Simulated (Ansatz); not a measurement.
Data:

```xyz
2
Lattice="4.6073 0.0000 0.0000 2.3036 3.9900 0.0000 2.3036 -1.3300 3.6484" Properties=species:S:1:pos:R:3 pbc="T T T"
Cd     0.0000     0.0000    -0.0227
Te     4.6073     0.0000     2.7590
```

No spin polarisation.

The values are results of LDA (Ansatz, a first-principles code, PAW, spin-orbit coupling left out), not measurements. Γ-centred 9×9×9 mesh, Fermi–Dirac width 0.05 eV.

**Question.** What space group does the calculation give?

**Answer.** R3m (No. 160).

**Question.** Estimate the pressure (mean of the normal stresses, compression positive).

**Answer.** -0.86 GPa.

The cells carry an imposed strain or load. Whether these cells are dynamically stable was not tested. The cell was made from CdTe in the zinc blende structure (space group F-43m, No. 216) by this change: biaxial strain +1.67 %, plane normal [111], relaxed out of plane.
